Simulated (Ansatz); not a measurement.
**RbCl: H on a Rb site**

Consider a 16-atom supercell of RbCl in the rock salt structure (space group Fm-3m, No. 225; a = 6.6978 Å) at its relaxed geometry.

Perturbation: one Rb atom is replaced by H, atoms relaxed at fixed cell, starting from a slightly rattled geometry.

Calculations: Kohn–Sham DFT with the PBE functional, run in Ansatz (an electronic-structure program) with PAW and 420 eV plane waves, scalar-relativistic without spin-orbit coupling. k-mesh 3×3×3 (Γ-centred); smearing 0.01 eV (Fermi–Dirac).

```tsv
quantity	base	changed	shift
shift of the substituted atom off its lattice site	–	2.17 Å	–
```

Final structure:

```yaml
crystal:
  lattice:
    - [0.00000, 6.69782, 6.69782]
    - [6.69782, 0.00000, 6.69782]
    - [6.69782, 6.69782, 0.00000]
  atoms:
    - { symbol: Cl, position: [0.99487, 0.99978, 0.00659] }
    - { symbol: Cl, position: [0.98501, 0.98275, 0.54939] }
    - { symbol: Cl, position: [0.11320, 0.38773, 0.04160] }
    - { symbol: Cl, position: [0.96141, 0.53946, 0.52347] }
    - { symbol: Cl, position: [0.44782, 0.05297, 0.01452] }
    - { symbol: Cl, position: [0.51180, 0.98892, 0.51839] }
    - { symbol: Cl, position: [0.51793, 0.51566, 0.01660] }
    - { symbol: Cl, position: [0.50088, 0.50590, 0.50051] }
    - { symbol: H, position: [0.26759, 0.23335, 0.04017] }
    - { symbol: Rb, position: [0.24124, 0.25953, 0.70878] }
    - { symbol: Rb, position: [0.23199, 0.75775, 0.27032] }
    - { symbol: Rb, position: [0.26610, 0.74625, 0.76162] }
    - { symbol: Rb, position: [0.75436, 0.23483, 0.27304] }
    - { symbol: Rb, position: [0.74296, 0.26897, 0.75935] }
    - { symbol: Rb, position: [0.73230, 0.76839, 0.27042] }
    - { symbol: Rb, position: [0.72958, 0.77089, 0.76955] }
```

The magnetic state is the one reached from the starting moments; the real material's order can differ, and small cells can't hold many antiferromagnetic ones. The cell is small, so the values are those of an ordered compound at a high defect concentration; dilute-limit values will differ. Seeded moments were not kept for H on a Rb site. The defect cell is spin-polarised and ends with 0.0 μB.
